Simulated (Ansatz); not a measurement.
Structures of equal composition on the (0001) surface of 4H silicon carbide (Si plane on top): 2x2 Si adatom at H3; 2x2 Si adatom at T1; 2x2 Si adatom at T4. The slabs share one bottom face, and each structure is named by its start. These are constructed structures in small cells; real faces may alloy, dewet or reconstruct in larger ones, and not all known structures of the face are among them. Slabs of about 10 Å with all that they carry, Fermi-Dirac smearing of 0.025 eV. Bottom of the slabs: H caps. Relaxed from the named starts with such symmetry as they have, on meshes of like density; energies extrapolated to zero smearing; no spin-orbit coupling, no U. Spin-polarised runs, if any, are marked in brackets, and their order is one that fits the cell; the others ran without spin. Where a second, spin-polarised start was run, the lower counts.

Host crystal: 4H silicon carbide, with a band gap (PBE, scalar-relativistic without spin-orbit coupling).

The numbers are results of r2SCAN, at the PBE geometry (plane waves to 500 eV, PAW; Ansatz, an electronic-structure program), not measurements.

Question: Order them by energy per 1x1 cell (lowest first) at the level r2SCAN, at the PBE geometry.

Answer: 2x2 Si adatom at H3 (0.000 eV), 2x2 Si adatom at T4 (0.015 eV), 2x2 Si adatom at T1 (0.665 eV)
